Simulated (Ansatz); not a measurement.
Functionals compared on the (0001) surface of 4H silicon carbide, Si-terminated, 2x2 cell from a buckled start (bottom of the slab: 4 H on 4 bottom sites), in Ansatz (plane waves, PAW). The structure was relaxed with PBE; the other rows are single points on it. Cutoff 420 eV (500 eV for r2SCAN).

Set-up: 36 atoms, 9.6 Å thick at the start with caps and adatoms (thin: gaps and levels are the slab's own); mesh 5x5x1; 0.025 eV smearing; dipole correction on; 8 atoms held, the rest relaxed; start symmetry kept, larger cells not searched; no spin (in PBE a spin-polarised start ends 0.44 eV a cell lower), no spin-orbit, no U. The slab shows no gap on its mesh. In PBE it lies 0.11 eV a 1x1 cell over the lowest computed structure of the same composition (2x2 cell from a buckled start, spin-polarised start). These notes are the PBE run's.

```tsv
functional	work function of the top face (eV)	rough cost of the single point
PBE	4.98	–
r2SCAN	___	around 2.8 core-minutes (rough)
```

Task: Some entries are withheld; supply them.

Result: 
- r2SCAN, work function of the top face (eV): 5.13

Ansatz is a quantum-chemistry and plane-wave program.
